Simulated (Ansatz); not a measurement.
Convergence test for ZnTcO3 (Pnma, 20 atoms in the cell)

ZnTcO3 is modelled in the orthorhombic space group Pnma (No. 62), Pearson symbol oP20. Cell: a = 5.1935 Å, b = 7.3281 Å, c = 5.1762 Å, α = β = γ = 90.00°. Zn on 4c has 2 O at 2.217 Å and 2 O at 2.339–2.396 Å (no clear gap to further neighbours). Tc on 4a is surrounded by 6 O at 1.864–1.878 Å (octahedral). O1 on 4c has 2 Tc at 1.864 Å and 2 Zn at 2.339–2.396 Å. O2 on 8d is coordinated by 2 Tc at 1.869–1.878 Å and 1 Zn at 2.217 Å. (Neighbours: up to the widest gap in distance over summed covalent radii, below 1.35, at either atom; cation-cation and far metal-metal contacts left out.)

Method: PBEsol, default PAW files made with PBE (plane waves; Ansatz, a first-principles code).

The starting cell was generated: these elements placed on a structure prototype, without a prior relaxation; it need not be a known phase or ordering of this composition. Spin polarisation is off. In the base run, with a pressure of about 27 GPa the cell is away from its equilibrium volume at this level. In the base run, forces exceed 1 eV/Å. Ansatz's pressure includes its estimate of the finite-basis (Pulay) stress. Without a gap this mesh is coarse (it stands for a supercell whose shortest vector is 16 Å).

Held fixed: basis.ecutwfc = 500 eV; hamiltonian.xc = pbesol; hamiltonian.pseudopotentials = {kind: paw} (the program's default PAW files); scf.occupations.method = methfessel_paxton; scf.occupations.width = 0.272 eV.

ΔF is the free energy per atom less that of the last row (10 7 10).

The series runs over kpoints.mp_grid.grid = 1 1 1; 2 1 2; 2 2 2; 3 2 3; 3 3 3; 4 3 4; 5 3 5; 5 4 5; 6 5 6; 7 5 7; 9 6 9; 10 7 10.

### Question
From which setting on does the energy stay within 10 meV/atom of the last one?

### Answer
From kpoints.mp_grid.grid = 2 1 2 on; the one before it is off by 69 meV/atom.

| kpoints.mp_grid.grid | ΔF (meV/atom) | pressure (GPa) | largest force (eV/Å) | k-points | iterations |
|---|---|---|---|---|---|
| 1 1 1 | -69.3 | 23.43 | 1.754 | 1 | 11 |
| 2 1 2 | -7.7 | 26.04 | 1.961 | 4 | 10 |
| 2 2 2 | 8.1 | 27.00 | 1.947 | 8 | 10 |
| 3 2 3 | 7.1 | 26.69 | 1.980 | 8 | 10 |
| 3 3 3 | 5.6 | 26.95 | 1.921 | 8 | 10 |
| 4 3 4 | 2.1 | 26.77 | 1.909 | 18 | 10 |
| 5 3 5 | 1.46 | 26.73 | 1.916 | 18 | 10 |
| 5 4 5 | -0.53 | 26.65 | 1.873 | 27 | 10 |
| 6 5 6 | 0.08 | 26.70 | 1.893 | 48 | 10 |
| 7 5 7 | -0.07 | 26.66 | 1.901 | 48 | 10 |
| 9 6 9 | 0.06 | 26.69 | 1.888 | 100 | 10 |
| 10 7 10 | 0.00 | 26.68 | 1.888 | 144 | 10 |

Keys are those of Ansatz 0.2.
